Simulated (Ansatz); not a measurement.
**A computed series for KI: response to strain**

Start from KI in the rock salt structure (space group Fm-3m, No. 225).

```yaml
crystal:
  lattice:
    - [0.00000, 3.59121, 3.59121]
    - [3.59121, 0.00000, 3.59121]
    - [3.59121, 3.59121, 0.00000]
  atoms:
    - { symbol: K, position: [0.00000, 0.00000, 0.00000] }
    - { symbol: I, position: [0.50000, 0.50000, 0.50000] }
```

Strains are applied to the cell and any free atomic positions relax.

Computed with PBE (Ansatz, a program for electronic structure; PAW; 420 eV plane waves; no SOC).

Candidates:
(a) isotropic strain −3.00 %
(b) isotropic strain −0.50 %
(c) isotropic strain +0.50 %
(d) isotropic strain +2.50 %
(e) isotropic strain −1.00 %

Base values:

```
Quantity   Result
--------  -------
Band gap  3.86 eV
```

Q: Order them by band gap, highest first.

A: (a) isotropic strain −3.00 % (4.07 eV), (e) isotropic strain −1.00 % (3.92 eV), (b) isotropic strain −0.50 % (3.89 eV), (c) isotropic strain +0.50 % (3.82 eV), (d) isotropic strain +2.50 % (3.70 eV)

Spin-orbit coupling, missing from the scalar runs, can matter with I. Stability against distortions was not tested.
